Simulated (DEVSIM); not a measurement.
System: abrupt Si n-p junction, at 300 K.

| layer (left to right) | material | thickness (μm) | Nd (cm⁻³) | Na (cm⁻³) | τn (s) | τp (s) |
|---|---|---|---|---|---|---|
| 1 | Si | 10.0 | 4.3e18 | - | 8.3e-5 | 8.3e-5 |
| 2 | Si | 60.0 | - | 6.8e16 | 8.3e-5 | 8.3e-5 |

Left contact: ohmic. Right contact: ohmic. Voltage is applied to the left contact. Recombination: SRH at mid-gap. Mobility is μmin + (μ − μmin)/(1 + (N/Nref)^α).

This is a model device: material constants are rounded textbook-type values typed into the input, and sizes, dopings and lifetimes were drawn at random. Values at 300 K.

```
parameter           Si
-------------  -------
gap (eV)         1.124
affinity (eV)     4.05
permittivity      11.7
Nc (cm⁻³)      2.86e19
Nv (cm⁻³)       3.1e19
μn (cm²/Vs)       1417
μp (cm²/Vs)        470
μn,min              52
μp,min              45
Nref,n          9.7e16
Nref,p          2.2e17
αn                0.68
αp                0.72
```

Simulated with DEVSIM: 1D drift-diffusion, Boltzmann statistics, complete ionisation; no tunnelling, impact ionisation, image-force lowering or self-heating.

The doping Nd of layer 1 was swept, all else fixed.

```
doping Nd of layer 1 (cm^-3)  dark forward voltage at 1 A/cm² (V)  potential step across the device at zero bias (V)  largest field in the device at zero bias (V/cm)  dark forward voltage at 100 A/cm² (V)
----------------------------  -----------------------------------  -------------------------------------------------  -----------------------------------------------  -------------------------------------
1.3e17                                                      0.696                                              0.826                                           100000                                  0.866
4.3e17                                                      0.710                                              0.857                                           120000                                  0.859
1.3e18                                                      0.714                                              0.886                                           130000                                  0.855
4.3e18                                                      0.715                                              0.917                                           160000                                  0.854
1.3e19                                                      0.716                                              0.945                                                ?                                  0.853
```

### Question
Some entries are withheld; supply them.

### Answer

- 1.3e19, largest field in the device at zero bias (V/cm): 230000
